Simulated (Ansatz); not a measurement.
The starting structures come from a database of crystals and need not be the phases stable at ambient conditions.

 Where the default PAW files enter, the runs use the earlier of Ansatz's two default sets.

Crystal: Se (R-3, not sure to be the ambient phase, 6 atoms a cell, 25.2 Å³ an atom); planes in its conventional cell.

These are r2SCAN (plane waves, PAW; Ansatz, an electronic-structure program) values and carry that method's errors.

The gap is the functional's own. No spin-orbit coupling. Mid-gap values are interpolated on the energy grid.

```tsv
plane	area of the cell (Å²)	mid-gap κ (1/Å)	largest κ in the gap (1/Å)
(100)	48.2	0.11	0.11
(101)	37.7	[?]	[?]
```

**Question.** The slowest decay depends on the direction. Supply the withheld values.

**Answer.** 
- (101), mid-gap κ (1/Å): 0.14
- (101), largest κ in the gap (1/Å): 0.14
